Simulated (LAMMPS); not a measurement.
System: 320 Si atoms arriving one at a time, 3 ps apart with 0.2 eV each, on 1066 Å² of the (001) face of Si (diamond structure) held at 340 K.

Computed with classical MD, pair style tersoff, file SiC_Erhart-Albe.tersoff (LAMMPS).

* **crystalline share of the atoms inside the film**: 0.077
* **mean coordination inside the film**: 4.06
* **mean height of the film**: 6.9 Å
* **rms roughness**: 1.6 Å
* **share of arrivals that stuck**: 320 of 320
* **share of arrivals found below the old surface**: 1 of 320
* **substrate atoms found in the film**: 2
* **film grown**: disordered
* **cost**: around 28 core-minutes (rough)

Potential: file SiC_Erhart-Albe.tersoff of the LAMMPS distribution; its header cites Erhart and Albe, Phys Rev B, 71, 035211 (2005).

Caution: growth rates of MD are many orders above those of real deposition. Caution: the (001) face starts bulk-cut, without dimer rows.
